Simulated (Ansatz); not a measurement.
The starting structures come from a database of crystals and need not be the phases stable at ambient conditions.

 Where the default PAW files enter, the runs use the earlier of Ansatz's two default sets.

Tunnelling through a barrier is set by its complex band structure: the current falls as exp(−2κd) with the smallest κ.

Given:

```yaml
crystal:
  lattice:
    - [5.56148, 0.00000, 0.00000]
    - [0.00000, 5.56148, 0.00000]
    - [2.78074, -2.78074, 5.47661]
  atoms:
    - { symbol: Zn, position: [0.50000, 0.50000, 0.00000] }
    - { symbol: Ga, position: [0.75000, 0.75000, 0.50000] }
    - { symbol: Ga, position: [0.00000, 0.00000, 0.00000] }
    - { symbol: Se, position: [0.36787, 0.12506, 0.73564] }
    - { symbol: Se, position: [0.12506, 0.89649, 0.26436] }
    - { symbol: Se, position: [0.89649, 0.61058, 0.73564] }
    - { symbol: Se, position: [0.61058, 0.36787, 0.26436] }
```

Space group of this cell: I-4. The cell is taken as given.

Transport runs along the normal of the first two printed cell vectors, the (001) plane of the conventional cell.

No gap correction and no spin-orbit coupling; mid-gap values are interpolated between computed energies.

**Question.** Give the band gap and the smallest decay constant κ at mid-gap that r2SCAN in Ansatz (a first-principles code) yields.

**Answer.** Gap 2.04 eV on a 6×6×6 mesh; κ = 0.155 1/Å, at the zone centre.
